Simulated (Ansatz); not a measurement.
Thermal properties of rock salt MgS at 300 K from quasi-harmonic lattice dynamics in Ansatz (plane waves, PAW), for several functionals and conditions. The first row is the reference, at zero pressure. 

```csv
run,q mesh / k mesh,V (Å³/atom),α_L (10⁻⁶/K),bulk modulus B_T (GPa),γ,C_P (J/mol/K)
PBEsol,5×5×5 / 10×10×10,17.70,16.7,71.8,1.69,46.5
PBE,5×5×5 / 10×10×10,18.22,[?],[?],1.82,47.1
"PBEsol, pressure 5 GPa",6×6×6 / 12×12×12,16.65,11.9,92.7,1.50,45.1
```

Q: What belongs in the gaps?

A: 
- PBE, α_L (10⁻⁶/K): 18.8
- PBE, bulk modulus B_T (GPa): 66.9

No phase change or melting is allowed for: the numbers belong to this structure as given.

The PAW data sets were generated under PBE and serve the other functionals too.

Ansatz is a quantum-chemistry and plane-wave program.
